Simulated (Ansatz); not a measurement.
The parent structure is Ta in the bcc (W type) structure (space group Im-3m, No. 229; a = 3.3048 Å). Axes: x, y, z lie along the cube axes.

All numbers come from Ansatz (a first-principles code) r2SCAN, no spin-orbit coupling.

For the base:

| Property | Result |
|---|---|
| Shortest interatomic distance | 2.862 Å |
| Band gap | zero |

The change: a free-standing slab of 6 layers (6 atoms, 1 a layer) is cut normal to [110], with 15 Å of vacuum and the in-plane cell held at bulk.

**Question.** What does the calculation give for the excess energy per area of both faces after the change?

**Answer.** The excess energy per area of both faces (slab less bulk energy over the cell's area: twice a surface energy) comes out as 5.2 J/m² (uncertain by up to 0.1 J/m²).

**Question.** Predict the new change of the spacing d23 from its bulk value of 2.337 Å.

**Answer.** The change of the spacing d23 from its bulk value of 2.337 Å is -0.2 %.

**Question.** Predict the new shortest interatomic distance.

**Answer.** The shortest interatomic distance shrinks by 0.085 Å (2.862 Å → 2.777 Å).

**Question.** What happens to the change of the spacing d12 from its bulk value of 2.337 Å?

**Answer.** The change of the spacing d12 from its bulk value of 2.337 Å amounts to -4.5 %.

**Question.** What does the calculation give for the band gap after the change?

**Answer.** The band gap remains zero.

The excess energy carries the mismatch between the slab's and the bulk's meshes. No phonon test of stability was made. All final runs are without spin polarisation.
